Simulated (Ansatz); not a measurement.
Adsorption energy and surface dipole of O on the 1x1 (111) surface of fcc Ir, one in a 2x2 cell, started at the site 'hollow Ir-Ir-Ir over Ir at depth 4.4 Å', worked from the runs' numbers; total energies count from the potentials' own zero.

All values below come from PBE (plane waves to 420 eV, PAW; Ansatz, a quantum-chemistry and plane-wave program).

Set-up: 17 atoms, 6.6 Å thick at the start under the adsorbate (thin: gaps and levels are the slab's own); mesh 6x6x1; 0.1 eV smearing; dipole correction on; 8 atoms held, the rest relaxed; held to the start's symmetry, so lower structures may exist; no spin, no spin-orbit, no U, no dispersion correction. At the end it is bonded to 3 Ir. In PBE it is, or lies within 0.03 eV of, the lowest of the starts that converged.

| quantity | value |
|---|---|
| slab with the adsorbate | -191524.312 eV |
| clean slab, same cell and mesh | -190957.695 eV |
| reference, ½ O2(g) | -564.968 eV |
| area of the cell | 25.95 Å² |
| change of the step from the bottom to the top vacuum level | 0.171 eV |

Question: What is the adsorption energy against this reference?

Answer: E(slab + adsorbate) − E(slab) − E(reference) = -1.65 eV, so in this state the adsorbate is more stable than in the reference, at a coverage of 3.85 a nm².

Question: What dipole does adsorption add to the slab along the outward normal (Helmholtz relation, ε₀ = 0.005526 e/(V·Å))?

Answer: p = −ε₀·A·ΔV = -0.024 e·Å = -0.12 D; its negative end points to the vacuum, which raises the vacuum level.
